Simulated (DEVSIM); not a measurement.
Structure: abrupt In0.53Ga0.47As p-n junction, at 250 K.

Layer 1 from the left is In0.53Ga0.47As, thickness (μm) 1.50, Na (cm⁻³) 1.9e16, τn (s) 1.5e-8, τp (s) 1.5e-8. Layer 2 from the left is In0.53Ga0.47As, thickness (μm) 3.90, Nd (cm⁻³) 3e16, τn (s) 1.5e-8, τp (s) 1.5e-8.

Left contact: ohmic. Right contact: ohmic. Voltage is applied to the left contact. Recombination: SRH at mid-gap, Auger. Mobility is constant in doping.

Constants are typed, rounded textbook-type inputs, not results; the design itself was drawn at random and stands for no fabricated device. Values at 300 K; Nc and Nv go as T^1.5, mobilities as T to minus their exponent, the gap by Varshni's rule with the affinity fixed.

In0.53Ga0.47As: gap (eV) 0.74, affinity (eV) 4.51, permittivity 13.9, Nc (cm⁻³) 2.1e17, Nv (cm⁻³) 7.7e18, μn (cm²/Vs) 12000, μp (cm²/Vs) 300, T exponent of μn 1.6, T exponent of μp 1.6, Cn (cm⁶/s) 5e-29, Cp (cm⁶/s) 5e-29, Varshni α (eV/K) 0.00035, Varshni β (K) 190.

Q: Estimate by hand the built-in potential, the peak field at zero bias, and compare with a numerical solution.

A: 
- Built-in potential: ni = √(Nc Nv) exp(−Eg/2kT) = 2.40e10 cm⁻³ with Eg = 0.755 eV; Vbi = kT/q ln(Na Nd/ni²) = 0.595 V; numerical 0.595 V.
- Peak field at zero bias: depletion approximation: W = √(2εVbi/(qN)) = 0.280 μm with N = 1.16e16 cm⁻³; field = 2Vbi/W = 42500 V/cm; numerical 40900 V/cm (estimate above by 3.8 %).

DEVSIM, 1D drift-diffusion, Boltzmann statistics, complete ionisation; no tunnelling, impact ionisation, image-force lowering or self-heating.
